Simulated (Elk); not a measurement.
Input and output of a self-consistent single point for As (R-3m, 2 atoms in the cell) (Elk).

Method: Elk 10.2.4 with PBE, all-electron FP-LAPW, Elk's shipped species files, APW+lo basis with extra local orbitals.

The change in words: lattice scaled by 0.98. Reference geometry:
```
CELL_PARAMETERS angstrom
      1.87741     1.08392     3.70434
     -1.87741     1.08392     3.70434
      0.00000    -2.16785     3.70434
ATOMIC_POSITIONS crystal
  As 0.22443 0.22443 0.22443
  As 0.77557 0.77557 0.77557
```

Reference input (self-consistent single point, DFT, PBE, all-electron FP-LAPW, Elk's shipped species files, APW+lo basis with extra local orbitals): xctype = 20; rgkmax = 7.5; swidth = 0.00367493 Ha; ngridk = 11 11 11; gmaxvr = 14 1/bohr; nxlo = 2; lorbcnd = true; rmtscf = 0.93; lmaxi = 3; maxscl = 100. This run's input differs from it in these lines:

```diff
@@ -34,5 +34,5 @@
 avec
-    1.8774098537    1.0839230844    3.7043370000
-   -1.8774098537    1.0839230844    3.7043370000
-    0.0000000000   -2.1678461689    3.7043370000
+    1.8398618664    1.0622449796    3.6302499310
+   -1.8398618664    1.0622449796    3.6302499310
+    0.0000000000   -2.1244892519    3.6302501380
```

Output, abridged:

```
│ Self-consistent loop started │
│ Loop number : 1 │
 total energy                :     -4528.98686354
│ Loop number : 2 │
 total energy                :     -4528.93601574
RMS change in Kohn-Sham potential (target) :   0.1466415209     (  0.1000000000E-05)
Absolute change in total energy (target)   :   0.5084779464E-01 (  0.1000000000E-03)
│ Loop number : 3 │
 total energy                :     -4525.98391438
RMS change in Kohn-Sham potential (target) :   0.7913418733E-01 (  0.1000000000E-05)
Absolute change in total energy (target)   :    2.964813312     (  0.1000000000E-03)
│ Loop number : 4 │
   [... lines left out ...]
Absolute change in total energy (target)   :   0.3576400759E-03 (  0.1000000000E-03)
│ Loop number : 13 │
 total energy                :     -4522.34979527
RMS change in Kohn-Sham potential (target) :   0.2640412915E-07 (  0.1000000000E-05)
Absolute change in total energy (target)   :   0.1089297075E-03 (  0.1000000000E-03)
│ Loop number : 14 │
 total energy                :     -4522.34979516
RMS change in Kohn-Sham potential (target) :   0.1363265002E-07 (  0.1000000000E-05)
Absolute change in total energy (target)   :   0.2733833844E-04 (  0.1000000000E-03)
Convergence targets achieved

│ Loop number : 15 │

Energies :
 Fermi                       :     0.272860401289
 total energy                :     -4522.34979547

Density of states at Fermi energy :    8.064908128
 (states/Hartree/unit cell)

Estimated indirect band gap :   0.3031305213E-02
 from k-point    146 to k-point    120
Estimated direct band gap   :   0.2148696847E-01
 at k-point      6

Charges :
 core                        :    36.00000000
 valence                     :    30.00000000
 interstitial                :    4.024202756
 muffin-tins (core leakage)
  species :    1 (As)
   atom    1                 :    30.98789862     (  0.3959202908E-03)
   atom    2                 :    30.98789862     (  0.3959202908E-03)
 total in muffin-tins        :    61.97579724
 total calculated charge     :    65.98263851
 total charge                :    66.00000000
 error                       :   0.1736149062E-01

│ Self-consistent loop stopped │
```

The run converged in 15 iterations. The count includes the last loop, which Elk runs after its targets are met. Against the reference run the free energy rises by 33.3 meV/atom.

The starting cell comes from a database of computed structures (which also holds hypothetical and non-ambient phases and stackings), without a prior relaxation at this level. For this run, on top of that: lattice scaled by 0.98. Values depend on the basis (sphere radii, cutoffs, local orbitals), which need not be converged. The log's line on a gap gives a spacing of levels on this mesh, which the program prints for metals too.
